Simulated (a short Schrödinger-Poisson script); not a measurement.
Structure: gated Al0.25Ga0.75As/GaAs modulation-doped gas, at 20 K.

```tsv
layer	material	thickness (nm)	Nd (cm⁻³)	Na (cm⁻³)
1	Al0.25Ga0.75As	8	-	-
2	Al0.25Ga0.75As	20	1.1e18	-
3	Al0.25Ga0.75As	3	-	-
4	GaAs	6000	-	6e15
```

The device is made up for the run: typed textbook-type constants, with dimensions and the other settings drawn at random. Al0.25Ga0.75As: permittivity 12.19, conduction-band edge (eV) 0.198, gap (eV) 1.736, electron mass (mₑ) 0.0878, Nv at 300 K (cm⁻³) 9e18. GaAs: permittivity 12.9, conduction-band edge (eV) 0, gap (eV) 1.424, Nv at 300 K (cm⁻³) 9e18.

Channel valleys (confinement mass, in-plane density-of-states mass, number): Γ 0.067, 0.067, 1. At the gate the conduction-band edge of layer 1 lies 0.95 eV − eVg above the Fermi level of the channel; the field vanishes at the back. Donor level 0.006 eV below the band edge. The barrier under the gate holds no holes. Gaps are held at their typed values at every temperature. Mesh 0.08 nm at interfaces.

From a short Schrödinger-Poisson script (our own, NumPy): 1D Poisson equation in equilibrium, electrons quantum, Hartree plus LDA exchange-correlation (BenDaniel-Duke, 40 states a valley, the channel's in-plane mass for all, wave functions free to enter the barrier), parabolic valleys, classical holes, donors ionised by Fermi statistics, acceptors fully, no traps, pinning or gate leakage.

The same stack at other levels of the model or other numerical settings:

| run | sheet density of all electrons at Vg = 0.5 V (cm⁻²) | capacitance at Vg = 0.5 V (μF/cm²) | centroid of the channel electrons at Vg = 0.5 V (nm) | gate voltage at 1e11 electrons/cm² (V) | rough cost against the base |
|---|---|---|---|---|---|
| base | 2.48e11 | 0.304 | 5.09 | 0.43 | about 1 |
| electrons treated as classical, Boltzmann | 3.51e11 | 0.343 | 0.33 | 0.39 | 0.04 |
| electrons treated as classical, Fermi-Dirac | 2.66e11 | ? | 2.36 | 0.40 | 0.1 |
| electrons treated as quantum, Hartree | ? | ? | 5.21 | 0.43 | about 1 |
| mesh six times as coarse | 2.48e11 | 0.304 | 5.05 | 0.43 | 0.3 |
| one subband a valley | 2.48e11 | 0.304 | 5.09 | 0.43 | 0.3 |

### Question
Complete the blanks.

### Answer

- electrons treated as quantum, Hartree, sheet density of all electrons at Vg = 0.5 V (cm⁻²): 2.34e11
- electrons treated as quantum, Hartree, capacitance at Vg = 0.5 V (μF/cm²): 0.298
- electrons treated as classical, Fermi-Dirac, capacitance at Vg = 0.5 V (μF/cm²): 0.287

The classical rows ignore confinement, and Boltzmann statistics overrate the density once the band edge passes the Fermi level.
